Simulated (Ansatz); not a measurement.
Start from BaTiO$_{3}$ (space group P4mm, No. 99).

```
BaTiO3
1.0
    3.97219     0.00000     0.00000
    0.00000     3.97219     0.00000
    0.00000     0.00000     4.11302
Ti Ba O
1 1 3
Direct
  0.50000   0.50000   0.45235
  0.00000   0.00000   0.93424
  0.50000   0.50000   0.89516
  0.50000   0.00000   0.41213
  0.00000   0.50000   0.41213
```

Cartesian axes are those of the cell as printed.

All numbers come from DFT with r2SCAN, PAW potentials and a 500 eV plane-wave cutoff in Ansatz (a program for electronic structure), scalar-relativistic without spin-orbit coupling.

Strains are applied to the cell and any free atomic positions relax; under biaxial strain the out-of-plane vector relaxes too; under stress the whole cell relaxes.

One change was made to it. Results:

The energy goes up by 1.5 meV/atom; the band gap grows by 0.02 eV to 2.25 eV; the smallest direct gap rises by 0.094 eV (2.70 eV → 2.80 eV).

Which of these changes matches the shifts?
(A) biaxial strain −0.81 %, plane normal [001], relaxed out of plane
(B) isotropic strain −2.12 %
(C) uniaxial strain ε_xx = +0.43 %
(D) uniaxial stress, 3 GPa compression along z
(E) uniaxial strain ε_yy = +4.80 %

A, biaxial strain −0.81 %, plane normal [001], relaxed out of plane. For comparison, the energy relative to the base in the other runs: isotropic strain −2.12 % gives +26 meV/atom; uniaxial stress, 3 GPa compression along z gives +3.1 meV/atom; uniaxial strain ε_yy = +4.80 % gives +24 meV/atom; uniaxial strain ε_xx = +0.43 % gives +0.2 meV/atom.

Stability under load was not tested beyond the relaxation. All final runs are without spin polarisation.
